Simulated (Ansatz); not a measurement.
**Mo3Ir: pressure 0.3 GPa**

The parent structure is Mo3Ir in the A15 (Cr3Si type) structure (space group Pm-3n, No. 223; a = 4.9401 Å; a cell from a computed database, its experimental status unchecked).

Perturbation: a hydrostatic pressure of 0.3 GPa.

Level of theory: PBEsol (Ansatz, a quantum-chemistry and plane-wave program; PAW; 420 eV plane waves; no spin-orbit coupling). Settings: 10×10×10 k-points, 0.05 eV Fermi–Dirac smearing.

| quantity | base | changed | shift |
|---|---|---|---|
| volume per atom | 15.07 Å³ | 15.06 Å³ | -0.01 Å³ |
| lattice parameter a | 4.940 Å | 4.938 Å | -0.002 Å |
| enthalpy H = E + PV relative to the base's energy | – | +0.03 eV/atom | – |
| band gap | zero | zero | – |

Load acts through the strain it causes; cell and atoms are relaxed under it. Stability against distortions was not tested. The final runs are not spin-polarised.
